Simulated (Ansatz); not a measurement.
Given:

```yaml
crystal:
  lattice:
    - [5.58511, 0.00000, 0.00000]
    - [0.00000, 5.58511, 0.00000]
    - [2.79255, -2.79255, 5.72904]
  atoms:
    - { symbol: Cu, position: [0.25000, 0.25000, 0.50000] }
    - { symbol: Cu, position: [0.00000, 0.00000, 0.00000] }
    - { symbol: Ga, position: [0.75000, 0.75000, 0.50000] }
    - { symbol: Ga, position: [0.50000, 0.50000, 0.00000] }
    - { symbol: Se, position: [0.36780, 0.62500, 0.75000] }
    - { symbol: Se, position: [0.88220, 0.12500, 0.75000] }
    - { symbol: Se, position: [0.12500, 0.36780, 0.25000] }
    - { symbol: Se, position: [0.62500, 0.88220, 0.25000] }
```

No spin polarisation.

All numbers come from PBE (Ansatz, a program for electronic structure, PAW, no spin-orbit coupling). k-mesh 8×8×8 (Γ-centred); smearing 0.05 eV (Fermi–Dirac).

**Question.** Predict the pressure and space group.

**Answer.** The pressure (mean of the normal stresses, compression positive) is 0.8 GPa. The space group is I-42d (No. 122).

The cells carry an imposed strain or load. Stability against distortions was not tested. The final runs are not spin-polarised. The cell was made from GaCuSe2 in the chalcopyrite structure (space group I-42d, No. 122) by this change: biaxial strain −1.53 %, plane normal [001], relaxed out of plane.
